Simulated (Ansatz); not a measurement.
## Pressure series in GaN

The parent structure is GaN in the zinc blende structure (space group F-43m, No. 216; a = 4.4979 Å).

Cell and atoms are relaxed at each pressure.

Calculations: r2SCAN (Ansatz, a program for electronic structure, PAW, no spin-orbit coupling).

Candidates:
(a) pressure −1 GPa
(b) pressure 10 GPa
(c) pressure 1.5 GPa
(d) pressure −2 GPa

Before the change:

The band gap comes out as 2.17 eV.

Q: Order them by band gap, highest first.

A: (b) pressure 10 GPa (2.48 eV), (c) pressure 1.5 GPa (2.22 eV), (a) pressure −1 GPa (2.13 eV), (d) pressure −2 GPa (2.10 eV)

Load acts through the strain it causes; cell and atoms are relaxed under it. Stability against distortions was not tested. Tetrahedral semiconductors of this kind turn to denser phases somewhere between about 1 and 50 GPa; those were not computed, so compressed cells here can lie past the real transition. This is not the structure that GaN has at room temperature and ambient pressure.
